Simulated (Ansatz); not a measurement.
The starting structures come from a database of crystals and need not be the phases stable at ambient conditions.

Inside the gap of an insulator the Bloch states are evanescent, with a wavenumber k + iκ along the transport direction.

```
InLiO6Si2
1.0
    5.45187     0.00000     0.00000
    1.90226     9.31423     0.00000
   -1.77480     4.65712     4.60959
Li In Si O
2 2 4 12
Direct
  0.00741   0.24259   0.51482
  0.99259   0.75741   0.48518
  0.35980   0.89020   0.21960
  0.64020   0.10980   0.78040
  0.43577   0.78349   0.83096
  0.56423   0.21651   0.16904
  0.89519   0.38555   0.83096
  0.10481   0.61445   0.16904
  0.67814   0.36887   0.96558
  0.32186   0.63113   0.03442
  0.78744   0.66555   0.96558
  0.21256   0.33445   0.03442
  0.04166   0.79435   0.16676
  0.95834   0.20565   0.83324
  0.62510   0.03889   0.16676
  0.37490   0.96111   0.83324
  0.73679   0.13200   0.48326
  0.26321   0.86800   0.51674
  0.24647   0.38474   0.48326
  0.75353   0.61526   0.51674
```

The cell is taken as given; by PBEsol it stands under a pressure of -3.9 GPa.

Transport runs along the normal of the first two printed cell vectors.

No gap correction and no spin-orbit coupling; mid-gap is the computed energy nearest the middle.

Task: Compute, with PBEsol (Ansatz, an electronic-structure program), the band gap and the smallest decay constant κ at mid-gap.

Result: Gap 3.53 eV on a 8×8×8 mesh; κ = 0.354 1/Å, at the zone centre.
